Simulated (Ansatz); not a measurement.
Base system: BeSe in the zinc blende structure (space group F-43m, No. 216).

```xyz
2
Lattice="0.0000 2.5645 2.5645 2.5645 0.0000 2.5645 2.5645 2.5645 0.0000" Properties=species:S:1:pos:R:3 pbc="T T T"
Be     0.0000     0.0000     0.0000
Se     1.2822     1.2822     1.2822
```

Cartesian axes are those of the cell as printed.

All numbers come from PBEsol (Ansatz, a first-principles code), no spin-orbit coupling.

Strains are applied to the cell and any free atomic positions relax.

One change was made to it. Results:

```json
[
 {"quantity": "energy relative to the base (free energy F)", "base": "0 meV/atom", "after": "+2.9 meV/atom"},
 {"quantity": "valence-band top at Γ (three highest levels, from the VBM)", "base": "0.00, 0.00, 0.00 eV", "after": "0.00, -0.13, -0.23 eV"},
 {"quantity": "smallest direct gap", "base": "4.28 eV", "after": "4.09 eV"}
]
```

### Question
Name the change that was made.
A. tensor shear ε_xy = +1.71 %
B. tensor shear ε_xy = +2.00 %
C. tensor shear ε_xy = +1.43 %

### Answer
C, tensor shear ε_xy = +1.43 %. For comparison, the energy relative to the base in the other runs: tensor shear ε_xy = +1.71 % gives +4.1 meV/atom; tensor shear ε_xy = +2.00 % gives +5.7 meV/atom.

Stability against distortions was not tested.
